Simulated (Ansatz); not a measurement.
Consider GaAs in the zinc blende structure (space group F-43m, No. 216; a = 5.667 Å). Axes: x, y, z lie along the cube axes.

All numbers come from Ansatz (a first-principles code) r2SCAN, no spin-orbit coupling.

One thing is altered: the cell is scaled by 0.9750 in all directions, atoms relaxed at fixed cell.

Question: Predict the stress tensor and what it implies for the stiffness.

Answer: Stress of the strained cell less that of the base (GPa, compression positive):
```
   6.54    0.00    0.00
   0.00    6.54    0.00
   0.00    0.00    6.54
```

Then B = −ΔP/(ΔV/V₀) with ΔV/V₀ = -0.0731 gives secant stiffness values (nonlinear terms included at this strain): B ≈ 89 GPa.

As a check, the harmonic strain energy −½ V₀ Δσ:ε is 35 meV/atom; the computed energy rise is 32 meV/atom.

Stability against distortions was not tested.
